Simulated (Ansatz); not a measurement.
The reference is Li2O in the anti-fluorite structure (space group Fm-3m, No. 225).

```
CELL_PARAMETERS angstrom
      0.00000     2.31307     2.31307
      2.31307     0.00000     2.31307
      2.31307     2.31307     0.00000
ATOMIC_POSITIONS crystal
  O  0.00000 0.00000 0.00000
  Li 0.25000 0.25000 0.25000
  Li 0.75000 0.75000 0.75000
```

All numbers come from PBE in Ansatz (plane waves to 420 eV, PAW, no spin-orbit coupling).

For the base:

| Property | Result |
|---|---|
| Hole mass | 0.92, 1.8, 1.8 mₑ (at Γ) |
| Electron mass | 0.85 mₑ along k, 0.44 mₑ across (at X) |

Modification: a hydrostatic pressure of 60 GPa.

Problem. Estimate the effect on the hole mass and electron mass.

Solution. The hole mass (degenerate bands, along [100]) becomes 1.1, 1.4, 1.4 mₑ (at Γ) (base: 0.92, 1.8, 1.8 mₑ (at Γ)); the electron mass changes from 0.85 mₑ along k, 0.44 mₑ across (at X) to 0.67 mₑ along k, 0.39 mₑ across (at X).

The levels and masses belong to the bands next to the band gap. Load acts through the strain it causes; cell and atoms are relaxed under it. Masses are band curvatures over ±0.01 Å⁻¹ around the edge. Along k means along the line from Γ to the band edge. No phonon test of stability was made. Competing high-pressure phases were not computed.

Ansatz is a program for electronic structure.
